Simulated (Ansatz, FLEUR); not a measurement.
Code comparison for CrB (I4_1/amd, 8 atoms in the cell)

Self-consistent single point.

```yaml
crystal:
  lattice:
    - [-1.45024, 1.45024, 7.80152]
    - [1.45024, -1.45024, 7.80152]
    - [1.45024, 1.45024, -7.80152]
  atoms:
    - { symbol: Cr, position: [0.19757, 0.19757, 0.00000] }
    - { symbol: Cr, position: [0.94757, 0.44757, 0.50000] }
    - { symbol: Cr, position: [0.55243, 0.05243, 0.50000] }
    - { symbol: Cr, position: [0.80243, 0.80243, 0.00000] }
    - { symbol: B, position: [0.34227, 0.34227, 0.00000] }
    - { symbol: B, position: [0.09227, 0.59227, 0.50000] }
    - { symbol: B, position: [0.40773, 0.90773, 0.50000] }
    - { symbol: B, position: [0.65773, 0.65773, 0.00000] }
```

Shared settings, as Ansatz (a first-principles code) writes them: kpoints.mp_grid.grid = 7 7 7; scf.occupations.method = gaussian; scf.occupations.width = 0.05 eV. Potentials and cutoffs stand in the table.

```
code                                                                           model  largest force (eV/Å)           cutoff
------  ----------------------------------------------------------------------------  --------------------  ---------------
Ansatz                                           LDA (PW92), PAW files made with PBE                 0.078          default
FLEUR   LDA (Perdew-Zunger), all-electron FLAPW (FLEUR), scalar-relativistic valence                 0.090  Kmax 3.9 1/bohr
```

Size of the force on each atom (eV/Å): Sizes of forces hide their directions.

| code | Cr1 | Cr2 | Cr3 | Cr4 | B5 | B6 | B7 | B8 |
|---|---|---|---|---|---|---|---|---|
| Ansatz | 0.078 | 0.078 | 0.078 | 0.078 | 0.071 | 0.071 | 0.071 | 0.071 |
| FLEUR | 0.090 | 0.090 | 0.090 | 0.090 | 0.054 | 0.054 | 0.054 | 0.054 |

On Ansatz's run: spin polarisation is off.

The spread over the programs that give each value: largest force within 0.012 eV/Å.

FLEUR treats all electrons, but the usual bases taken here (sphere radii, linearisation, local orbitals, empty states) were not tested for convergence, so the values are no reference for the others.

The starting cell comes from a database of computed structures (which also holds hypothetical and non-ambient phases and stackings), without a prior relaxation at this level.

Keys are those of Ansatz 0.2.
